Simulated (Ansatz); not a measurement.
An Ansatz (an electronic-structure program) input (Kohn–Sham DFT with the r2SCAN functional, run in Ansatz with PAW and 500 eV plane waves, without spin-orbit coupling):

Ansatz 0.2 input:
```yaml
crystal:
  lattice:
    - [0.0294903076, 2.0622592736, 2.0622592736]
    - [2.0622592736, 0.0294903076, 2.0622592736]
    - [2.0917495812, 2.0917495812, 0]
  atoms:
    - { symbol: Au, position: [0, 0, 0] }
basis: { ecutwfc: 500, ecutrho_ratio: 4, xc_grid: 4, fft_grid_basis: typed }
kpoints: { mp_grid: { grid: [27, 27, 27] } }
hamiltonian:
  xc: r2scan
  dispersion: none
  pseudopotentials: { kind: paw }
scf: { occupations: { method: fermi_dirac, width: 0.1 }, convergence: { dr2_threshold: 0.0000000001 } }
relax: { f_tol: 0.005, max_steps: 50 }
output: { forces: true, stress: true }
checkpoint: { write: state.ck, write_every: 1000 }
```

Task: Which symmetry and how many k-points will the program report, and about how many plane waves at Γ?

Result: Space group Immm (ITA 71) with 8 operations, k-points 2744 of 19683, and 443 plane waves at Γ.

The cells carry an imposed strain or load. Stability against distortions was not tested. The cell was made from Au in the fcc (Cu type) structure (space group Fm-3m, No. 225) by this change: tensor shear ε_xy = +1.43 %.
